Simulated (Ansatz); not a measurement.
Base system: ZnGeP₂ in the chalcopyrite structure (space group I-42d, No. 122; a = 5.4999 Å, c = 10.8447 Å).

The values are results of plane-wave PAW DFT at the PBE level (Ansatz, an electronic-structure program, 420 eV), no SOC, not measurements.

Before the change:

```
Quantity            Value
---------------  --------
Volume per atom  20.50 Å³
```

Modification: cell and atoms relaxed at a pressure of 15 GPa.

### Question
What happens to the volume per atom?

### Answer
The volume per atom drops by 2.77 Å³ (20.50 Å³ → 17.73 Å³).

Load acts through the strain it causes; cell and atoms are relaxed under it. Stability against distortions was not tested. Competing high-pressure phases were not computed.
